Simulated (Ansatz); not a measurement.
Take CdSe in the zinc blende structure (space group F-43m, No. 216; a = 6.133 Å) as the base. Axes: x, y, z lie along the cube axes.

The values are results of Kohn–Sham DFT with the r2SCAN functional, run in Ansatz (a first-principles code) with PAW and 500 eV plane waves, no spin-orbit coupling, not measurements.

Base values:

* **Electron mass**: 0.093 mₑ (at Γ)

Now apply this change: biaxial strain +1.00 %, plane normal [001], relaxed out of plane (Cartesian); in-plane vectors clamped, the third vector and the atoms free.

**Question.** What happens to the in-plane stress?

**Answer.** The mean in-plane stress (compression positive) comes out as -0.4 GPa.

**Question.** What does the calculation give for the electron mass after the change?

**Answer.** The electron mass becomes 0.092 mₑ (at Γ) (base: 0.093 mₑ (at Γ)).

**Question.** Predict the new hole mass.

**Answer.** The hole mass comes out as 0.096 mₑ out of plane, 0.69 mₑ in plane (at Γ).

The levels and masses belong to the bands next to the band gap. Effective masses come from finite differences of ±0.01 Å⁻¹. Whether these cells are dynamically stable was not tested.
